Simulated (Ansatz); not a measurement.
The starting structures come from a database of crystals and need not be the phases stable at ambient conditions.

Given:

```xyz
13
Lattice="7.4640 0.0000 0.0000 3.2332 8.7657 0.0000 -2.1154 4.3828 2.8098" Properties=species:S:1:pos:R:3 pbc="T T T"
Sr     3.6658     1.7693     0.0000
Sr     7.0314     6.9964     0.0000
Sr     0.0000     0.0000     0.0000
V      7.3746     3.5594     0.0000
V      3.3227     5.2063     0.0000
O      1.1379     2.3531     0.0000
O      9.5593     6.4126     0.0000
O      0.0817     4.5414     1.4029
O      8.5001     8.6072     1.4069
O      5.4303     8.9242     1.4069
O      3.1515     4.2243     1.4029
O      4.8561     5.9464     0.0000
O      5.8411     2.8193     0.0000
```

Space group of this cell: R-3m. The cell is taken as given; by r2SCAN its mean pressure is -1.6 GPa.

Transport runs along the normal of the first two printed cell vectors, the (110) plane of the conventional cell.

The gap is the functional's own. No spin-orbit coupling. Mid-gap values are interpolated on the energy grid.

Estimate the band gap and the smallest decay constant κ at mid-gap that r2SCAN run with Ansatz (a quantum-chemistry and plane-wave program) returns for this system.

Gap 4.02 eV on a 10×10×10 mesh; κ = 0.428 1/Å, at the zone centre.
